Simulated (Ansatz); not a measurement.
Phonon-limited resistivity of Li3Sn (Fm-3m) against temperature in μΩ·cm, Ansatz (a first-principles code) with PBEsol, DFPT electron-phonon coupling, linearised Boltzmann equation, harmonic crystal at a fixed cell.

| T | ρ |
|---|---|
| 50 K | 0.99 |
| 77 K | 2.1 |
| 100 K | 3.1 |
| 150 K | … |
| 200 K | … |
| 250 K | 11.2 |
| 273 K | 12.5 |
| 300 K | 13.9 |
| 350 K | 16.6 |

Question: What belongs in the gaps?

Answer: 
- 150 K, ρ: 5.7
- 200 K, ρ: 8.5

A metal at this level (no band gap). Only scattering by harmonic phonons is included (no impurities, grain boundaries, electron-electron scattering or thermal expansion). Spin-orbit coupling is left out. Halving the electron mesh (24x24x24) moves the resistivity by up to 5 %. Smearing 0.20 eV; phonons on a 4x4x4 q mesh, which this run doesn't test and which matters most at low temperature.

Computed structure with no diffraction record at hand here (it may be known, metastable or hypothetical): Li3Sn (Fm-3m).
